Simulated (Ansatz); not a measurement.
Take GaCuSe$_{2}$ in the chalcopyrite structure (space group I-42d, No. 122; a = 5.508 Å, c = 10.962 Å) as the base.

The values are results of LDA (Ansatz, a program for electronic structure; PAW; 420 eV plane waves; no spin-orbit coupling), not measurements.

Strains are applied to the cell and any free atomic positions relax.

One change was made to it. Results:

The band gap grows by 0.32 eV (0.17 eV → 0.49 eV); the gap character is still direct at Γ; the electron mass amounts to 0.053 mₑ along c, 0.059 mₑ across (at Γ).

Q: Name the change that was made.
(A) isotropic strain −2.25 %
(B) isotropic strain −3.00 %
(C) isotropic strain −1.50 %
(D) isotropic strain −0.75 %

A: A, isotropic strain −2.25 %. For comparison, the band gap in the other runs: isotropic strain −1.50 % gives 0.38 eV; isotropic strain −3.00 % gives 0.60 eV; isotropic strain −0.75 % gives 0.27 eV.

Masses are band curvatures over ±0.01 Å⁻¹ around the edge. Stability against distortions was not tested. All final runs are without spin polarisation. The zero or small gap of GaCuSe2 can change with the level of theory.
